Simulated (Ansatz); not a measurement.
Fluorite PbF2 (high-temperature phase), treated with HSE06-D3(BJ) (Ansatz, a first-principles code, PAW).

Settings: plane-wave cutoff 460 eV, 8×8×8 k mesh, Fermi–Dirac smearing 0.01 eV, scalar-relativistic PAW data made under PBE.

Computed at the level's own relaxed cell.

**Question.** Predict the band gap, Γ–Γ gap, lattice constant a and pressure derivative B′ of the bulk modulus.

**Answer.** 
band gap: 5.72 eV (on the SCF k mesh)
Γ–Γ gap: 10.90 eV
lattice constant a: 5.905 Å
pressure derivative B′ of the bulk modulus: 4.8

Measured, for comparison: lattice constant a 5.94 Å (temperature not stated, no zero-point or thermal correction; as tabulated in Cadelano and Cappellini (2011), arXiv:1107.5962). Computed (rounded) less measured: lattice constant a -0.6 %. A static lattice is as a rule a little smaller and stiffer than an uncorrected measurement, which narrows the difference in the lattice constant a and would widen misses of the other sign.

Spin–orbit coupling is not included; with these elements it can move the gap by several tenths of an eV or more.

Computed values are for the static lattice.

The result took very roughly 13 core-minutes.
